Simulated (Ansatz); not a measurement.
The starting structures come from a database of crystals and need not be the phases stable at ambient conditions.

 Where the default PAW files enter, the runs use the earlier of Ansatz's two default sets.

# Evanescent states of ScCuO2 (P6_3/mmc, not sure to be the ambient phase, 8 atoms a cell, 12.8 Å³ an atom) along the normal of (001)

These are r2SCAN (plane waves, PAW; Ansatz, a program for electronic structure) values and carry that method's errors.

The gap is the functional's own, uncorrected, and κ follows it; spin-orbit coupling is left out. Mid-gap values are interpolated between the computed energies.

Energies count from the valence-band top; κ is the least over a 12×12 mesh across the current.

```tsv
E (eV)	κ (1/Å)	where
0.07	0.284	off Γ
0.20	0.346	Γ
0.33	0.374	Γ
0.46	0.370	Γ
0.58	0.366	Γ
0.71	0.361	Γ
0.84	0.355	Γ
0.97	0.349	Γ
1.10	0.342	Γ
1.24	0.334	Γ
1.36	0.325	Γ
1.50	0.314	Γ
1.62	0.303	Γ
1.75	0.290	Γ
1.89	0.276	Γ
2.02	0.260	Γ
2.15	0.242	Γ
2.27	0.220	Γ
2.40	0.195	Γ
2.54	0.094	off Γ
```

Problem. How thick must the barrier be to attenuate the transmission by 10^8 when the electrodes' Fermi level lies at 1.36 eV, and what attenuation does that film give at 1.62 eV?

Solution. d = 8 ln 10 / (2 × 0.325) = 28.3 Å. At 1.62 eV it gives 8 × 0.303/0.325 = 7.5 decades.
